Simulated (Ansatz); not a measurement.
The parent structure is Mo in the bcc (W type) structure (space group Im-3m, No. 229; relaxed with 0.1 eV smearing).

```
CELL_PARAMETERS angstrom
     -1.55576     1.55576     1.55576
      1.55576    -1.55576     1.55576
      1.55576     1.55576    -1.55576
ATOMIC_POSITIONS crystal
  Mo 0.00000 0.00000 0.00000
```

Cartesian axes are those of the cell as printed.

Calculations: Ansatz (a program for electronic structure) LDA, no spin-orbit coupling.

Strains are applied to the cell and any free atomic positions relax; under biaxial strain the out-of-plane vector relaxes too.

One change was made to it. Results:

The energy increases by 32 meV/atom; the pressure (mean of the normal stresses, compression positive) goes from zero to -8.6 GPa.

Question: Which of these changes matches the shifts?
A) biaxial strain +2.50 %, plane normal [001], relaxed out of plane
B) biaxial strain −2.50 %, plane normal [001], relaxed out of plane
C) biaxial strain +1.50 %, plane normal [001], relaxed out of plane
D) biaxial strain −1.50 %, plane normal [001], relaxed out of plane
E) biaxial strain +3.00 %, plane normal [001], relaxed out of plane

Answer: A, biaxial strain +2.50 %, plane normal [001], relaxed out of plane. For comparison, the energy relative to the base in the other runs: biaxial strain +1.50 %, plane normal [001], relaxed out of plane gives +12 meV/atom; biaxial strain +3.00 %, plane normal [001], relaxed out of plane gives +45 meV/atom; biaxial strain −1.50 %, plane normal [001], relaxed out of plane gives +12 meV/atom; biaxial strain −2.50 %, plane normal [001], relaxed out of plane gives +35 meV/atom.

Whether these cells are dynamically stable was not tested. All final runs are without spin polarisation.
